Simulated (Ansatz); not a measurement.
Defect: O-vacancy pair (O on one host N site, one N site vacant) in wurtzite GaN, charge state +2. The step: O and the vacancy change places (O-vacancy distance between ideal sites 3.21 Å throughout); the atom moves 3.20 Å along (-0.33, 0.33, -0.50) of the unit cell; the moving atom starts with neighbours Ga at 2.03, 2 Ga at 2.06, Ga at 2.10 Å and ends with 2 Ga at 2.04, Ga at 2.07, Ga at 2.08 Å. DFT values are from Ansatz (plane-wave PAW, 420 eV unless said) in a cell of 72 host sites, spin-restricted, static, with no finite-size correction. The charge state is imposed; whether it is stable for some Fermi level was not computed. Forms of the defect that were not tried may lie lower. The start lies 0.063 eV above the lowest site run (PBE). For the PBE band: the saddle point's order was not checked, and it lies on a symmetry element of the cell, where a band can be held.

```csv
Level,Forward barrier (eV),Cost of the band or of the saddle's single point
"CHGNet universal potential (has no charge state), its own band",1.20,-
"PBE, one k-point at (0.125, 0.250, 0.250), band relaxed",3.16,about 40 core-minutes (a rough figure)
"PBE, a 2×2×2 k-point mesh shifted by half a step along c, same geometries",3.15,around 2.6 core-minutes (rough)
"r2SCAN at 500 eV, one k-point at (0.125, 0.250, 0.250), same geometries",3.28,about 100 core-seconds (a rough figure)
```

Ansatz is an electronic-structure program.
